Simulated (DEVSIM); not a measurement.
Structure: illuminated Si p-on-n cell, one wavelength, at 300 K.

```csv
layer (left to right),material,thickness (μm),Nd (cm⁻³),Na (cm⁻³),τn (s),τp (s),absorption coefficient (cm⁻¹)
1,Si,0.360,-,8e18,8.2e-8,3.7e-7,140
2,Si,39.0,5.7e15,-,6.8e-7,6.8e-7,140
```

Left contact: ohmic, minority electron recombination velocity 2000 cm/s. Right contact: ohmic, minority hole recombination velocity 20000 cm/s. Voltage is applied to the left contact. Recombination: SRH at mid-gap, radiative, Auger. Light enters at the left, 1.4e17 photons cm⁻² s⁻¹, one pass, no reflection. Mobility is μmin + (μ − μmin)/(1 + (N/Nref)^α).

This is a model device: material constants are rounded textbook-type values typed into the input, and sizes, dopings and lifetimes were drawn at random. Values at 300 K.

```tsv
parameter	Si
gap (eV)	1.124
affinity (eV)	4.05
permittivity	11.7
Nc (cm⁻³)	2.86e19
Nv (cm⁻³)	3.1e19
μn (cm²/Vs)	1417
μp (cm²/Vs)	470
μn,min	52
μp,min	45
Nref,n	9.7e16
Nref,p	2.2e17
αn	0.68
αp	0.72
B (cm³/s)	4.7e-15
Cn (cm⁶/s)	2.8e-31
Cp (cm⁶/s)	9.9e-32
```

Model (solved in DEVSIM): 1D drift-diffusion, Boltzmann statistics, complete ionisation; no tunnelling, impact ionisation, image-force lowering or self-heating.

The photon flux was swept, all else fixed.

```tsv
photon flux (cm^-2 s^-1)	short-circuit current (mA/cm²)	fill factor	largest power (mW/cm²)	open-circuit voltage (V)
4.2e15	0.149	0.75	0.0464	0.413
1.4e16	0.498	0.77	0.172	0.446
4.2e16	1.49	0.78	0.557	0.475
1.4e17	4.98	0.80	2.01	0.507
4.2e17	14.9	0.81	6.44	0.536
1.4e18	49.8	0.81	22.9	0.567
4.2e18	150	0.82	73.2	0.596
```

From the first row to the last the short-circuit current goes from 0.149 to 150. From the first row to the last the fill factor goes from 0.75 to 0.82.
